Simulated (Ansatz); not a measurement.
## KBr: tensor shear ε_xy = +0.86 %

Base system: KBr in the rock salt structure (space group Fm-3m, No. 225; a = 6.549 Å). Axes: x, y, z lie along the cube axes.

The change: a pure shear with ε_xy = ε_yx = 0.0086; the atoms relax in the strained cell.

The values are results of Ansatz (a quantum-chemistry and plane-wave program) PBEsol, scalar-relativistic without spin-orbit coupling, not measurements. k-mesh 9×9×9 (Γ-centred); smearing 0.05 eV (Fermi–Dirac).

- Volume per atom: 35.11 Å³ (base 35.11 Å³)
- Space group: Immm (No. 71) (base Fm-3m (No. 225))
- Energy relative to the base (free energy F): +0.2 meV/atom
- Pressure (mean of the normal stresses, compression positive): 0.01 GPa (base 0.01 GPa)
- Band gap: 4.32 eV (base 4.34 eV)
- Gap character: direct at Γ (base direct at Γ)
- Electron mass: 0.37 mₑ (at Γ) (base 0.37 mₑ (at Γ))
- Valence-band top at Γ (three highest levels, from the VBM): 0.00, -0.02, -0.04 eV (base 0.00, 0.00, 0.00 eV)
- Valley order (the lowest conduction-band minima on the path, energy above the VBM, named in the base's zone): Γ 4.32 eV; X along [001] 5.70 eV; X along [100] 5.70 eV (base Γ 4.34 eV; X along ⟨100⟩ 5.72 eV)
- Stress (xx, yy, zz, yz, xz, xy; compression positive): (0.01, 0.01, 0.01, 0.00, 0.00, -0.09) GPa

Final structure:

```xyz
2
Lattice="0.0282 3.2745 3.2745 3.2745 0.0282 3.2745 3.3027 3.3027 0.0000" Properties=species:S:1:pos:R:3 pbc="T T T"
K      0.0000     0.0000     0.0000
Br     3.3027     3.3027     3.2745
```

Cost of the whole job for the changed cell (relaxation, final SCF and bands): around 25 core-seconds (rough).

Effective masses come from finite differences of ±0.01 Å⁻¹. Whether these cells are dynamically stable was not tested. k-point labels follow each cell's own Brillouin zone.
